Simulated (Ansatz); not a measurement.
Consider W$_{2}$C (space group P-3m1, No. 164; a = 3.0347 Å, c = 4.6563 Å).

Computed with PBE-D3(BJ) (Ansatz, a quantum-chemistry and plane-wave program, PAW, scalar-relativistic without spin-orbit coupling).

Base values:

| Quantity | Value |
|---|---|
| Lattice parameter a | 3.035 Å |
| c/a ratio | 1.534 |

Perturbation: hydrostatic tension (pressure −1 GPa).

### Question
Estimate the effect on the lattice parameter a.

### Answer
The lattice parameter a goes up by 0.0037 Å, from 3.035 Å to 3.038 Å.

### Question
What does the calculation give for the c/a ratio after the change?

### Answer
The c/a ratio stays essentially unchanged (1.534 against 1.533).

Load acts through the strain it causes; cell and atoms are relaxed under it. Stability against distortions was not tested. The final runs are not spin-polarised.
